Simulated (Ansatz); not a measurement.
Pressure series in HfO2

The reference is HfO₂ in the rutile structure (space group P4_2/mnm, No. 136; a cell from a computed database, its experimental status unchecked).

```
HfO2
1.0
    4.83011     0.00000     0.00000
    0.00000     4.83011     0.00000
    0.00000     0.00000     3.20974
Hf O
2 4
Direct
  0.00000   0.00000   0.00000
  0.50000   0.50000   0.50000
  0.19497   0.80503   0.50000
  0.80503   0.19497   0.50000
  0.69497   0.69497   0.00000
  0.30503   0.30503   0.00000
```

Cell and atoms are relaxed at each pressure.

Computed with Kohn–Sham DFT with the PBEsol functional, run in Ansatz (a first-principles code) with PAW and 420 eV plane waves, no spin-orbit coupling.

```tsv
P (GPa)	V (Å³/atom)
-2.00	12.598
-1.00	12.539
0.29	12.464
0.69	12.442
1.50	12.397
3.00	12.316
5.00	12.212
7.50	12.088
10.00	11.970
```

A third-order Birch–Murnaghan fit to these points gives V₀ = 12.48 Å³/atom, B₀ = 218 GPa and B₀′ = 4.4. At pressure 10 GPa the volume is 95.9 % of V₀.

Between the base and pressure 10 GPa the gap moves from 3.89 eV to 4.03 eV, a mean slope of 14 meV/GPa.

Spin-orbit coupling, missing from the scalar runs, can matter with Hf. Load acts through the strain it causes; cell and atoms are relaxed under it. Stability against distortions was not tested. Competing high-pressure phases were not computed. This is not the structure that HfO2 has at room temperature and ambient pressure.
